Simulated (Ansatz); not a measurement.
Consider SiC in the zinc blende structure (space group F-43m, No. 216).

```
SiC
1.0
    0.00000     2.16449     2.16449
    2.16449     0.00000     2.16449
    2.16449     2.16449     0.00000
Si C
1 1
Direct
  0.00000   0.00000   0.00000
  0.25000   0.25000   0.25000
```

Computed with LDA (Ansatz, an electronic-structure program, PAW, no spin-orbit coupling).

For the base:

* **Band gap**: 1.30 eV
* **Electron mass**: 0.68 mₑ along k, 0.23 mₑ across (at X)
* **Hole mass**: 0.39, 0.59, 0.59 mₑ (at Γ)
* **Volume per atom**: 10.14 Å³

Now apply this change: a hydrostatic pressure of 15 GPa.

**Question.** Predict the new band gap, electron mass, hole mass and volume per atom.

**Answer.** The band gap falls by 0.05 eV (1.30 eV → 1.25 eV); the electron mass goes from 0.68 mₑ along k, 0.23 mₑ across (at X) to 0.66 mₑ along k, 0.22 mₑ across (at X); the hole mass (degenerate bands, along [100]) goes from 0.39, 0.59, 0.59 mₑ (at Γ) to 0.42, 0.60, 0.60 mₑ (at Γ); the volume per atom drops by 0.575 Å³, from 10.14 Å³ to 9.57 Å³.

Load acts through the strain it causes; cell and atoms are relaxed under it. Masses are band curvatures over ±0.01 Å⁻¹ around the edge. Along k means along the line from Γ to the band edge. Whether these cells are dynamically stable was not tested. Competing high-pressure phases were not computed.
